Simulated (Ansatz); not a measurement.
Ansatz (a quantum-chemistry and plane-wave program) run on Ti3B4 (Imm2, 7 atoms in the cell): self-consistent single point.

Method: PBEsol, default PAW files made with PBE (plane waves; Ansatz).

```yaml
crystal:
  lattice:
    - [-1.51006, 1.62176, 6.82834]
    - [1.51006, -1.62176, 6.82834]
    - [1.51006, 1.62176, -6.82834]
  atoms:
    - { symbol: Ti, position: [0.18906, 0.68906, 0.50000] }
    - { symbol: Ti, position: [0.81460, 0.31460, 0.50000] }
    - { symbol: Ti, position: [0.00000, 0.00000, 0.00000] }
    - { symbol: B, position: [0.36822, 0.86822, 0.50000] }
    - { symbol: B, position: [0.63178, 0.13178, 0.50000] }
    - { symbol: B, position: [0.43567, 0.43567, 0.00000] }
    - { symbol: B, position: [0.56433, 0.56433, 0.00000] }
```

Reference input (self-consistent single point, DFT, PBEsol, plane waves, default PAW files made with PBE): basis.ecutwfc = 420 eV; kpoints.mp_grid.grid = 9 9 9; hamiltonian.xc = pbesol; hamiltonian.pseudopotentials = {kind: paw} (the program's default PAW files); scf.occupations.method = gaussian; scf.occupations.width = 0.1 eV. This run's input differs from it in these lines:

Ansatz 0.2 input:
```diff
@@ -17,3 +17,3 @@
 kpoints:
-  mp_grid: { grid: [9, 9, 9] }
+  mp_grid: { grid: [15, 15, 15] }
 hamiltonian:
@@ -22,3 +22,3 @@
 scf:
-  occupations: { method: gaussian, width: 0.1 }
+  occupations: { method: methfessel_paxton, width: 0.3 }
 output:
```

Log, with long lists cut:

```
SCF iter   1: F=—  HF=-8039.350137 eV  |F-HF|=—  |Δ(HF+E_count)|=         —  Δρ=9.92e-3  dr2=2.23e-1  ethr=1.77e-3  ⟨swp⟩=4.6  Hψ=62095  notcnv=0
all-band conjugate gradients solve this SCF's bands
preconditioner: auto → Kerker (q_TF=auto, 2.582 Å⁻¹)
SCF iter   2: F=—  HF=-8039.330358 eV  |F-HF|=—  |Δ(HF+E_count)|=   1.98e-2  S|Δr|=    0.00e0  Δρ=5.34e-3  dr2=8.15e-2  ethr=4.65e-4  ⟨swp⟩=1.0  Hψ=19968  notcnv=0
   [... lines left out ...]
SCF iter   5: F=—  HF=-8039.319837 eV  |F-HF|=—  |Δ(HF+E_count)|=   4.57e-5  S|Δr|=    0.00e0  Δρ=6.24e-5  dr2=4.38e-6  ethr=1.58e-7  ⟨swp⟩=2.0  Hψ=20664  notcnv=0
SCF iter   6: F=—  HF=-8039.319836 eV  |F-HF|=—  |Δ(HF+E_count)|=   1.02e-6  S|Δr|=    0.00e0  Δρ=1.44e-5  dr2=2.53e-7  ethr=9.12e-9  ⟨swp⟩=2.1  Hψ=21004  notcnv=0
SCF iter   7: F=-8039.319836 eV  HF=-8039.319836 eV  |F-HF|=4.26e-9  |Δ(HF+E_count)|=   3.51e-8  S|Δr|=    0.00e0  Δρ=2.88e-6  dr2=6.87e-9  ethr=2.08e-10  ⟨swp⟩=9.0  Hψ=59161  notcnv=0
SCF 1 converged in 7 iterations: F = -8039.319836 eV  dr2 = 6.87e-9
Stability not checked (fill_not_monotonic)
Free energy (F): -8039.319836 eV
Internal energy: -8039.336240 eV  (E = F + TS)
E sigma→0 (E₀):  -8039.323937 eV
Entropy (-TS):   0.016404 eV (2.343 meV/atom)
Fermi energy:    14.386006 eV
--- Forces (eV/Å), atoms counted from 1 ---
  atom   1  Ti     0.00000000    -0.00000000    -0.83992517
  atom   2  Ti    -0.00000000     0.00000000     0.19825260
  atom   3  Ti    -0.00000000    -0.00000000     0.14225127
  atom   4  B     -0.00000000     0.00000000     0.03026179
   [... lines left out ...]
  atom   7  B      0.00000000    -0.00000000     0.26194217
--- Stress (GPa, compression-positive) ---
       -0.174969       0.000000       0.000000
        0.000000      -3.180493      -0.000000
        0.000000      -0.000000      -0.624574
  P = ⅓ Tr σ = -1.3267 GPa (-13.267 kbar)
  The stress holds the Pulay correction. Without it, at fixed plane waves, as pw.x and ABINIT print it: P = -1.4813 GPa
```

The run converged in 7 iterations. Against the reference run the free energy goes up by 2.0 meV/atom, the pressure moves little (-1.35 to -1.33 GPa) and the largest force goes from 0.863 to 0.840 eV/Å.

The starting cell comes from a database of computed structures (which also holds hypothetical and non-ambient phases and stackings), without a prior relaxation at this level. Its lattice was rescaled by up to half a per cent. One atom was moved a little off its site on purpose. Spin polarisation is off. Ansatz's pressure includes its estimate of the finite-basis (Pulay) stress.

Cost on one core of a shared machine: roughly 80 s.
